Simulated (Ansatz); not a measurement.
Start from MgS in the rock salt structure (space group Fm-3m, No. 225; a = 5.129 Å). Axes: x, y, z lie along the cube axes.

Calculations: LDA/PAW in Ansatz (a program for electronic structure), scalar-relativistic without spin-orbit coupling.

Strains are applied to the cell and any free atomic positions relax; under biaxial strain the out-of-plane vector relaxes too.

One change was made to it. Results:

```csv
quantity,base,after
volume per atom,16.87 Å³,16.57 Å³
band gap,2.65 eV,2.61 eV
```

Task: Which of these changes matches the shifts?
A) biaxial strain −2.08 %, plane normal [111], relaxed out of plane
B) biaxial strain −1.25 %, plane normal [111], relaxed out of plane
C) biaxial strain −0.83 %, plane normal [111], relaxed out of plane

Result: B, biaxial strain −1.25 %, plane normal [111], relaxed out of plane. For comparison, the volume per atom in the other runs: biaxial strain −2.08 %, plane normal [111], relaxed out of plane gives 16.37 Å³; biaxial strain −0.83 %, plane normal [111], relaxed out of plane gives 16.67 Å³.

Stability against distortions was not tested.
